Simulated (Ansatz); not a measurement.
Take Nb₅Si₃ (space group I4/mcm, No. 140; a = 6.549 Å, c = 11.806 Å) as the base. Axes: x, y, z lie along a, b, c of the conventional cell.

Method: PBEsol, PAW, 420 eV (Ansatz, a program for electronic structure; scalar-relativistic without spin-orbit coupling).

Base values:

The pressure is 0.0 GPa.

It is then changed as follows: uniaxial strain ε_yy = −2.17 %, all other strain components held at zero; the atoms relax in the strained cell.

Question: Predict the new pressure and energy relative to the base.

Answer: The pressure (mean of the normal stresses, compression positive) goes from zero to 4.9 GPa; the energy increases by 9.8 meV/atom.

Without a gap, meshes like the base's 8×8×8 leave anisotropic stresses uncertain by several tenths of a GPa, and small strain energies with them. Whether these cells are dynamically stable was not tested. The final runs are not spin-polarised.
